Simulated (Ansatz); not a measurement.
Amorphous Si$_{24}$O$_{48}$Ti, 73 atoms at 2.25 g/cm³, one PBE-relaxed geometry, zone centre. Methods: PBE, scalar-relativistic without spin-orbit coupling (Ansatz, a quantum-chemistry and plane-wave program); r2SCAN, scalar-relativistic without spin-orbit coupling (Ansatz); HSE06, scalar-relativistic without spin-orbit coupling (Ansatz). Plane waves to 420 eV (r2SCAN 500 eV); exact exchange is cut at the cell's faces. The usual formal charges leave 4 electrons over, so the level spacing at the Fermi energy parts defect or band states and needn't be the band gap. At PBE the levels at both edges of the gap are localised (band-tail or defect states), and the nearest spread-out levels lie 5.4 eV apart at the zone centre. The higher rungs were started with moments on some atoms, which died out.

The cell was made by melting and quenching with the CHGNet potential and then relaxed with DFT. O atoms were pushed apart under 1.9 Å during the dynamics, to hinder bonds among them. The hot cell started wider than the set density and was brought back towards it in steps. It is the lowest in DFT energy of 2 quenches. It is a model cell: composition and starting density were chosen by hand, and all elements were melted together. No dispersion term was used. Its density started from a set value of 2.25 and ended at 2.25 g/cm³. The simulated quench (nominally 320 K/ps over its main leg) is rapid and tends to freeze in more defects than a deposited or slowly cooled glass has. Values belong to this one cell and scatter from quench to quench. The volume was held where the preparation left it, at a PBE pressure of 0.5 GPa. Stress components on the final sampling reach 2.0 GPa. On a 2×2×2 Γ-centred mesh force components of up to 0.13 eV/Å stay, since the relaxation ran on the zone centre alone.

The relaxation ran on the zone centre alone. At PBE the level spacing at the Fermi energy is 0.46 eV on a 2×2×2 Γ-centred mesh, and the spacing at the zone centre alone 0.56 eV.

Question: What zone-centre spacing does r2SCAN give, roughly?

Answer: 0.72 eV (+0.16 eV against PBE).

Question: What zone-centre spacing does HSE06 give, roughly?

Answer: 1.60 eV (+1.04 eV against PBE).

The highest filled and the lowest empty state spread over these numbers of atoms (participation numbers): PBE: 3.3 and 1.7; r2SCAN: 3.0 and 1.7; HSE06: 2.8 and 1.7.
